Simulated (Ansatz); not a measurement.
System: BN (R3m, No. 160, 2 atoms in the cell; start mp-13150; a measured phase of this formula has another space group). Method: HSE06 in Ansatz (PAW).

Numerical settings: plane-wave cutoff 500 eV, 10×10×10 k mesh, gaussian smearing 0.02 eV, scalar-relativistic PAW data made under PBE.

Cell (relaxed at this level):

```xyz
2
Lattice="1.2477 0.7204 4.0465 -1.2477 0.7204 4.0465 0.0000 -1.4407 4.0465" Properties=species:S:1:pos:R:3 pbc="T T T"
B      0.0000     0.0000    12.1340
N      0.0000     0.0000     4.0409
```

### Question
What does this level give for the band gap?

### Answer

band gap: 5.65 eV (on the SCF k mesh)

Note: the relaxation could not lower the start's symmetry, so the cell can be a saddle point above a distorted one; the cell has widely spaced layers and the level no dispersion term, so their spacing and the moduli can rest on weak binding.

Computed values are for the static lattice.

A start named mp-… is a Materials Project structure, which need not be a measured phase.

Ansatz is a first-principles code.
